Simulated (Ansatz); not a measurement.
A self-consistent single point of TiGe2 (Fddd, 6 atoms in the cell) with Ansatz (a program for electronic structure)

Method of the run: LDA (PW92), default PAW files made with PBE (plane waves; Ansatz).

The input file:

Ansatz 0.2 input:
```yaml
# TiGe2
crystal:
  lattice:
    - [0.000000, 4.321912, 4.392744]
    - [2.519787, 0.000000, 4.392744]
    - [2.519787, 4.321912, 0.000000]
  atoms:
    - { symbol: Ti, position: [0.750000, 0.750000, 0.750000] }
    - { symbol: Ti, position: [0.500000, 0.500000, 0.500000] }
    - { symbol: Ge, position: [0.082630, 0.417370, 0.082630] }
    - { symbol: Ge, position: [0.417370, 0.082630, 0.417370] }
    - { symbol: Ge, position: [0.167370, 0.832630, 0.167370] }
    - { symbol: Ge, position: [0.832630, 0.167370, 0.832630] }
basis:
  ecutwfc: 420.0 eV
kpoints:
  mp_grid: { grid: [6, 6, 6] }
hamiltonian:
  xc: lda
  pseudopotentials: { kind: paw }
scf:
  occupations: { method: gaussian, width: 0.1 eV }
output:
  forces: true
  eigenvalues: true
  stress: true
```

Output, abridged:

```
WARN ansatz: RAYON_NUM_THREADS=1 ignored (pool sized by the plan → 1); use --threads N
Pseudopotentials: kind: paw
Pseudopotential: Ti, paw, valence charge 12
Pseudopotential: Ge, paw, valence charge 14
Crystal: 6 atoms, lattice volume = 95.677 Å³
Basis set: ecut = 420 eV, 1917 PW (Γ)
Bands: 48, of which v1, the nominal top of the filled ones, is band 40 counted from 1 (39 counted from 0)
Symmetry: 8 space group operations
Space group: Fddd (ITA 70), of the structure as read, at distance tolerance 4.6e-5 Å
k-points: 46 of 216
PAW frozen core: Ti, regenerated for the run's functional, and the local potential with it
PAW frozen core: Ge, regenerated for the run's functional, and the local potential with it
Initial density: superposition of atomic densities (neutral atoms: chi_scale 0, normalization atom), corrected by the library's trained network
Initial wavefunctions: pseudopotential atomic-orbital guess
Eigensolver: davidson
Functional: x = slater, c = lda
SCF iter   1: F=—  HF=-21766.601229 eV  |F-HF|=—  |Δ(HF+E_count)|=         —  Δρ=5.89e-3  dr2=1.40e-2  ethr=1.77e-3  ⟨swp⟩=5.9  Hψ=8829  notcnv=0  defer=2
all-band conjugate gradients solve this SCF's bands
preconditioner: auto → Kerker (q_TF=auto, 2.648 Å⁻¹)
SCF iter   2: F=—  HF=-21766.597582 eV  |F-HF|=—  |Δ(HF+E_count)|=   3.65e-3  Δρ=3.18e-3  dr2=5.67e-3  ethr=1.75e-5  ⟨swp⟩=2.0  Hψ=3496  notcnv=0  defer=4
SCF iter   3: F=—  HF=-21766.596695 eV  |F-HF|=—  |Δ(HF+E_count)|=   8.88e-4  Δρ=1.16e-3  dr2=9.92e-4  ethr=7.09e-6  ⟨swp⟩=2.5  Hψ=3509  notcnv=0  defer=4
SCF iter   4: F=—  HF=-21766.596361 eV  |F-HF|=—  |Δ(HF+E_count)|=   3.33e-4  Δρ=2.48e-4  dr2=7.45e-5  ethr=1.24e-6  ⟨swp⟩=2.0  Hψ=3509  notcnv=0  defer=4
SCF iter   5: F=—  HF=-21766.596340 eV  |F-HF|=—  |Δ(HF+E_count)|=   2.17e-5  Δρ=5.45e-5  dr2=2.82e-6  ethr=9.32e-8  ⟨swp⟩=2.0  Hψ=3604  notcnv=0  defer=4
SCF iter   6: F=—  HF=-21766.596340 eV  |F-HF|=—  |Δ(HF+E_count)|=   1.27e-8  Δρ=1.51e-5  dr2=2.45e-7  ethr=3.52e-9  ⟨swp⟩=2.8  Hψ=3653  notcnv=0  defer=4
SCF iter   7: F=-21766.596340 eV  HF=-21766.596340 eV  |F-HF|=9.00e-9  |Δ(HF+E_count)|=   5.89e-8  Δρ=2.70e-6  dr2=1.22e-8  ethr=1.25e-10  ⟨swp⟩=7.5  Hψ=7486  notcnv=0
SCF 1 converged in 7 iterations: F = -21766.596340 eV  dr2 = 1.22e-8
SCF converged after 7 iterations
Free energy (F): -21766.596340 eV
Harris-Foulkes:  -21766.596340 eV  (|F-HF|=9.00e-9)
Internal energy: -21766.589146 eV  (E = F + TS)
E sigma→0 (E₀):  -21766.592743 eV
Entropy (-TS):   -0.007194 eV (-1.199 meV/atom)
Fermi energy:    13.529603 eV
--- Per-component energies (eV) ---
  E_band       = -621.135821
  E_kinetic    = 998.022954
  E_local      = -9610.927894  (includes V_loc(G=0)·N_el)
  E_nonlocal   = 1708.231810
  E_hartree    = 4200.245956
  E_xc         = -499.483207
  E_vxc        = -510.723987  (∫ρ·V_xc dr)
  E_paw        = -9760.683292  (= ΣΔE_a)
  E_vpaw       = -1606.231298  (= ΣTr[D̂ρ^β])
  E_aug_tail   = 0.001102  (compensation charges beyond the density's cutoff)
  E_ewald      = -8810.281780
  E_core_change = 8.285206  (= ΣΔE_core)
  E_smearing   = -0.007194  (= −TS)
  E_closure    = -0.000000  (closes the sum)
  Σ components = -21766.596340   (vs F -21766.596340, Δ=0.00e0)
--- Forces (eV/Å), atoms counted from 1 ---
  atom   1  Ti    -0.00000000     0.00000000    -0.00000000
  atom   2  Ti     0.00000000     0.00000000     0.00000000
  atom   3  Ge     0.00000000    -0.12006382    -0.00000000
  atom   4  Ge    -0.00000000     0.12006382    -0.00000000
  atom   5  Ge    -0.00000000     0.12006382     0.00000000
  atom   6  Ge     0.00000000    -0.12006382     0.00000000
  max |Σ_I F_I| component: 2.78e-17 eV/Å
--- Stress (GPa, compression-positive) ---
       -6.280624       0.000000      -0.000000
        0.000000      -6.209850       0.000000
       -0.000000       0.000000      -7.222222
  P = ⅓ Tr σ = -6.5709 GPa (-65.709 kbar)
  The stress holds the Pulay correction. Without it, at fixed plane waves, as pw.x and ABINIT print it: P = -6.6141 GPa
--- Band table (eV; the first three rows and the last of 46) ---
  k-point 0: bands = ["-42.6642", "-42.6471", "-19.3022", "-19.2932", "-19.2644", "-19.2525", "-19.2253", "-19.2121", "-11.0385", "-11.0151", "-10.9801", "-10.9673", "-10.9431", "-10.9345", "-10.9305", "-10.9222", "-10.9201", "-10.9123", "-10.8960", [...]
  k-point 1: bands = ["-42.6633", "-42.6479", "-19.3017", "-19.2933", "-19.2668", "-19.2515", "-19.2255", "-19.2135", "-11.0386", "-11.0202", "-10.9797", "-10.9599", "-10.9539", "-10.9432", "-10.9282", "-10.9243", "-10.9167", "-10.9068", "-10.8964", [...]
  k-point 2: bands = ["-42.6612", "-42.6499", "-19.3037", "-19.2900", "-19.2732", "-19.2469", "-19.2297", "-19.2139", "-11.0346", "-11.0241", "-10.9961", "-10.9694", "-10.9527", "-10.9494", "-10.9292", "-10.9216", "-10.9136", "-10.8987", "-10.8854", [...]
  k-point 45: bands = ["-42.6555", "-42.6555", "-19.2904", "-19.2904", "-19.2586", "-19.2586", "-19.2328", "-19.2328", "-11.0329", "-11.0329", "-10.9869", "-10.9869", "-10.9328", "-10.9328", "-10.9072", "-10.9072", "-10.9043", "-10.9043", [...]
```

The run converged in 7 iterations.

The starting cell comes from a database of computed structures (which also holds hypothetical and non-ambient phases and stackings), without a prior relaxation at this level. Its lattice was rescaled by up to half a per cent. Spin polarisation is off. With a pressure of about -7 GPa the cell is away from its equilibrium volume at this level. Ansatz's pressure includes its estimate of the finite-basis (Pulay) stress.
